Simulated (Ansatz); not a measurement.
The starting structures come from a database of crystals and need not be the phases stable at ambient conditions.

 Where the default PAW files enter, the runs use the earlier of Ansatz's two default sets.

By PBEsol, the system below comes out a metal.

The ballistic (Sharvin) conductance counts the channels at the Fermi level: G/A = (e²/h) × channels of both spins per area.

Consider the following.

```
InSb
1.0
    4.34661     0.00000     0.00000
    0.00000     6.14703     0.00000
    2.17330     3.07351     2.17330
In Sb
1 1
Cartesian
  0.00000   0.00000   0.00000
  0.00000   3.07351   0.00000
```

Space group of this cell: Fm-3m, rock salt. The cell is taken as given; by PBEsol its mean pressure is -2.7 GPa.

The current flows along the normal of the first two printed cell vectors, the (110) plane of the conventional cell. No spin-orbit coupling; the value is a mean over 0.1 eV about the Fermi level.

Task: Give the ballistic conductance per area that Ansatz (a program for electronic structure) with PBEsol yields.

Result: 0.87 × 10¹⁵ S/m² for both spins.
